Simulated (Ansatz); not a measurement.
Worked example: self-consistent single point of a (110) slab of AlAu (cut from a parent of space group no. 221; 10 atoms in the cell) in Ansatz (an electronic-structure program).

Level of theory: LDA (PW92), default PAW files made with PBE (plane waves; Ansatz).

```
CELL_PARAMETERS angstrom
      3.21427     0.00000     0.00000
      0.00000     4.54566     0.00000
      0.00000     0.00000    23.09132
ATOMIC_POSITIONS crystal
  Al 0.00000 0.00000 0.30314
  Au 0.50000 0.50000 0.30314
  Al 0.00000 0.50000 0.40158
  Au 0.50000 0.00000 0.40158
  Al 0.00000 0.00000 0.50000
  Au 0.50000 0.50000 0.50000
  Al 0.00000 0.50000 0.59843
  Au 0.50000 0.00000 0.59843
  Al 0.00000 0.00000 0.69686
  Au 0.50000 0.50000 0.69686
```

Reference input (self-consistent single point, DFT, LDA (PW92), plane waves, default PAW files made with PBE): basis.ecutwfc = 420 eV; kpoints.mp_grid.grid = 7 5 1; hamiltonian.xc = lda; hamiltonian.pseudopotentials = {kind: paw} (the program's default PAW files); scf.occupations.method = gaussian; scf.occupations.width = 0.1 eV. This run's input differs from it in these lines:

Ansatz 0.2 input:
```diff
@@ -19,3 +19,3 @@
 kpoints:
-  mp_grid: { grid: [7, 5, 1] }
+  mp_grid: { grid: [22, 16, 1] }
 hamiltonian:
```

Output, abridged:

```
SCF iter   1: F=—  HF=-66890.423480 eV  |F-HF|=—  |Δ(HF+E_count)|=         —  Δρ=3.78e-3  dr2=2.77e-2  ethr=1.77e-3  ⟨swp⟩=10.7  Hψ=34742  notcnv=0  defer=32
all-band conjugate gradients solve this SCF's bands
preconditioner: auto → LDOS
SCF iter   2: F=—  HF=-66890.430650 eV  |F-HF|=—  |Δ(HF+E_count)|=   7.17e-3  Δρ=8.14e-4  dr2=3.38e-3  ethr=2.52e-5  ⟨swp⟩=3.1  Hψ=16695  notcnv=0  defer=123
   [... lines left out ...]
SCF iter   4: F=—  HF=-66890.429902 eV  |F-HF|=—  |Δ(HF+E_count)|=   6.81e-4  Δρ=7.66e-5  dr2=2.18e-5  ethr=2.44e-6  ⟨swp⟩=2.1  Hψ=10428  notcnv=0  defer=123
SCF iter   5: F=—  HF=-66890.430004 eV  |F-HF|=—  |Δ(HF+E_count)|=   1.02e-4  Δρ=2.40e-5  dr2=3.55e-6  ethr=1.98e-8  ⟨swp⟩=3.0  Hψ=15470  notcnv=0  defer=123
SCF iter   6: F=—  HF=-66890.430004 eV  |F-HF|=—  |Δ(HF+E_count)|=   4.60e-7  Δρ=6.48e-6  dr2=1.03e-7  ethr=3.22e-9  ⟨swp⟩=2.2  Hψ=11040  notcnv=0  defer=123
SCF iter   7: F=-66890.430004 eV  HF=-66890.430004 eV  |F-HF|=1.89e-10  |Δ(HF+E_count)|=   4.83e-8  Δρ=1.02e-6  dr2=3.41e-9  ethr=9.09e-11  ⟨swp⟩=15.3  Hψ=35810  notcnv=0
SCF 1 converged in 7 iterations: F = -66890.430004 eV  dr2 = 3.41e-9
Free energy (F): -66890.430004 eV
Internal energy: -66890.410684 eV  (E = F + TS)
E sigma→0 (E₀):  -66890.420344 eV
Entropy (-TS):   -0.019320 eV (-1.932 meV/atom)
Fermi energy:    4.924528 eV
--- Forces (eV/Å), atoms counted from 1 ---
  atom   1  Al     0.00000000     0.00000000     0.06059355
  atom   2  Au     0.00000000     0.00000000     0.39549777
  atom   3  Al     0.00000000     0.00000000    -0.15570511
  atom   4  Au     0.00000000     0.00000000     0.11339939
  atom   5  Al     0.00000000     0.00000000     0.00000000
  atom   6  Au    -0.00000000     0.00000000     0.00000000
  atom   7  Al     0.00000000     0.00000000     0.15570511
  atom   8  Au     0.00000000     0.00000000    -0.11339939
  atom   9  Al     0.00000000     0.00000000    -0.06059355
  atom  10  Au     0.00000000     0.00000000    -0.39549777
--- Stress (GPa, compression-positive) ---
       -6.511874       0.000000       0.000000
        0.000000      -7.455708       0.000000
        0.000000       0.000000      -1.877562
  P = ⅓ Tr σ = -5.2817 GPa (-52.817 kbar)
  The stress holds the Pulay correction. Without it, at fixed plane waves, as pw.x and ABINIT print it: P = -5.3038 GPa
```

The run converged in 7 iterations. Against the reference run the free energy falls by 2.7 meV/atom and the largest force goes from 0.436 to 0.395 eV/Å.

The starting cell comes from a database of computed structures (which also holds hypothetical and non-ambient phases and stackings), without a prior relaxation at this level. The slab is cut from that crystal, and its faces are unrelaxed. Its lattice was rescaled by up to half a per cent. Spin-orbit coupling is off.

Cost on one core of a shared machine: roughly 2 min.
